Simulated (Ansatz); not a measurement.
Take HfGe2 in the fluorite structure (space group Fm-3m, No. 225; a = 6.357 Å; a hypothetical phase, not in the database extracts checked) as the base.

The values are results of DFT with PBEsol, PAW potentials and a 420 eV plane-wave cutoff in Ansatz (a program for electronic structure), no spin-orbit coupling, earlier PAW set, not measurements.

One change was made to it. Results:

```tsv
quantity	base	after
band gap	zero	zero
density	8.37 g/cm³	8.43 g/cm³
```

Question: What was done to the base?
(A) Ge → Pb
(B) Ge → Ga
(C) Ge → Cu

Answer: B, Ge → Ga. For comparison, the density in the other runs: Ge → Pb gives 11.29 g/cm³; Ge → Cu gives 9.48 g/cm³.

Stability against distortions was not tested. As relaxed here, HfGa2, HfPb2 and HfCu2 are hypothetical phases, not in the database extracts checked. All final runs are without spin polarisation. HfGe2, HfPb2 and HfCu2 have a high density of states at the Fermi level and may be magnetic at this level.
